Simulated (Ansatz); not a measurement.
Consider Zr-vacancy pair (Zr on one host Cu site, one Cu site vacant) in fcc Cu, neutral cell. Calculation: PBE, PAW (plane waves to 420 eV; Ansatz, an electronic-structure program).

Settings: 32 host sites, the relaxed PBE lattice, a 3×3×3 k-point mesh shifted by half a step, smearing 0.10 eV, spin-restricted, no image-charge correction. No zero-point or tunnelling terms. Forms of the defect that were not tried may lie lower.

Barriers: single points on a 5×5×5 k-point mesh shifted by half a step at the bands' geometries.

The step: one Cu atom jumps into the vacancy from a nearby Cu site (Zr-vacancy distance between ideal sites 2.57 → 3.63 Å). Atoms about the jump, Cartesian Å from the middle of the jump, before and after:

```csv
atom,x0,y0,z0,x1,y1,z1
Cu1,0.00,0.82,-0.91,0.00,-0.82,0.91
Cu2,1.78,0.87,0.88,1.82,0.92,0.88
Cu3,-1.78,0.87,0.88,-1.82,0.92,0.88
Cu4,-1.99,-0.82,-0.97,-1.84,-0.82,-0.94
Cu5,1.99,-0.82,-0.97,1.84,-0.82,-0.94
Cu6,0.00,0.89,2.67,0.00,0.92,2.69
Zr7,0.00,-2.43,-0.65,0.00,-2.71,-0.93
Cu8,0.00,2.67,0.92,0.00,2.65,0.91
Cu9,0.00,-0.86,-2.81,0.00,-0.82,-2.78
Cu10,1.78,-0.90,2.65,1.82,-0.88,2.69
Cu11,-1.78,-0.90,2.65,-1.82,-0.88,2.69
Cu12,-1.99,-2.76,0.97,-1.87,-2.71,0.93
Cu13,1.99,-2.76,0.97,1.87,-2.71,0.93
Cu14,-1.79,2.72,-0.92,-1.85,2.65,-0.94
Cu15,1.79,2.72,-0.92,1.84,2.65,-0.94
Cu16,1.81,0.93,-2.77,1.81,0.92,-2.75
Cu17,-1.81,0.93,-2.77,-1.82,0.91,-2.75
Cu18,0.00,-2.69,2.60,0.00,-2.72,2.69
Cu19,-3.63,-0.87,0.92,-3.63,-0.88,0.89
Cu20,-3.63,1.00,-0.95,-3.63,0.92,-0.94
```

### Question
Give the saddle-point geometry and the barrier.

### Answer

```
atom      x      y      z
----  -----  -----  -----
Cu1    0.00  -0.07   0.15
Cu2    1.97   0.95   0.91
Cu3   -1.97   0.95   0.91
Cu4   -1.99  -0.87  -0.98
Cu5    1.99  -0.87  -0.98
Cu6    0.00   0.86   2.62
Zr7    0.00  -2.62  -0.80
Cu8    0.00   2.60   0.89
Cu9    0.00  -0.82  -2.74
Cu10   1.77  -0.89   2.64
Cu11  -1.77  -0.89   2.64
Cu12  -1.92  -2.75   0.94
Cu13   1.92  -2.75   0.94
Cu14  -1.81   2.66  -0.95
Cu15   1.81   2.66  -0.95
Cu16   1.79   0.91  -2.77
Cu17  -1.79   0.91  -2.77
Cu18   0.00  -2.70   2.60
Cu19  -3.63  -0.91   0.91
Cu20  -3.63   0.96  -0.99
```
It lies 0.85 eV above the start and 0.44 eV above the end. The saddle point's order was not checked, and it lies on a symmetry element of the cell, where a band can be held.
